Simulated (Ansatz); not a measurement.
We consider cubic perovskite CsPbBr3 (cubic high-temperature phase), described by PBE-D3(BJ) (Ansatz, a program for electronic structure, plane waves, PAW).

Run with plane-wave cutoff 500 eV, 8×8×8 k mesh, Fermi–Dirac smearing 0.05 eV, scalar-relativistic PAW data made under PBE.

Cell (relaxed at this level):

```
CsPbBr3
1.0
    5.92164     0.00000     0.00000
    0.00000     5.92164     0.00000
    0.00000     0.00000     5.92164
Cs Pb Br
1 1 3
Direct
  0.00000   0.00000   0.00000
  0.50000   0.50000   0.50000
  0.50000   0.50000   0.00000
  0.00000   0.50000   0.50000
  0.50000   0.00000   0.50000
```

Question: Predict the band gap.

Answer: 
band gap: 1.63 eV (on the SCF k mesh)

Note: the relaxation could not lower the start's symmetry, so the cell can be a saddle point above a distorted one.

Spin–orbit coupling is not included; with these elements it can move the gap by several tenths of an eV or more.

The result took around 50 core-seconds (rough).
